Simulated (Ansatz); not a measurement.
Take GaP in the zinc blende structure (space group F-43m, No. 216; a = 5.451 Å) as the base.

Structures relaxed with Ansatz (a quantum-chemistry and plane-wave program), r2SCAN, PAW, cutoff 500 eV, no SOC.

Base:

Simulated powder pattern, Co Kα, λ = 1.79026 Å (kinematic, ideal powder, no thermal factors, no anomalous dispersion; the 10 strongest lines at most, above 2 %, up to 2θ = 90°):

| 2θ (°) | I/Imax (%) | hkl |
|---|---|---|
| 33.05 | 100 | (111) |
| 38.34 | 14 | (200) |
| 55.35 | 59 | (220) |
| 66.00 | 41 | (311) |
| 69.34 | 3.6 | (222) |
| 82.12 | 9.5 | (400) |

After one change:

Simulated powder pattern, Co Kα, λ = 1.79026 Å (kinematic, ideal powder, no thermal factors, no anomalous dispersion; the 10 strongest lines at most, above 2 %, up to 2θ = 90°):

```json
[
 {"2θ (°)": "33.92", "I/Imax (%)": "100"},
 {"2θ (°)": "39.37", "I/Imax (%)": "14"},
 {"2θ (°)": "56.89", "I/Imax (%)": "58"},
 {"2θ (°)": "67.91", "I/Imax (%)": "40"},
 {"2θ (°)": "71.38", "I/Imax (%)": "3.6"},
 {"2θ (°)": "84.70", "I/Imax (%)": "9.5"}
]
```

What was done to the base?
A. isotropic strain −3.00 %
B. isotropic strain −2.50 %
C. isotropic strain −1.50 %
D. isotropic strain −2.00 %

B, isotropic strain −2.50 %. Its volume per atom is 18.77 Å³ against 20.25 Å³, and its space group is F-43m (No. 216).

No phonon test of stability was made.
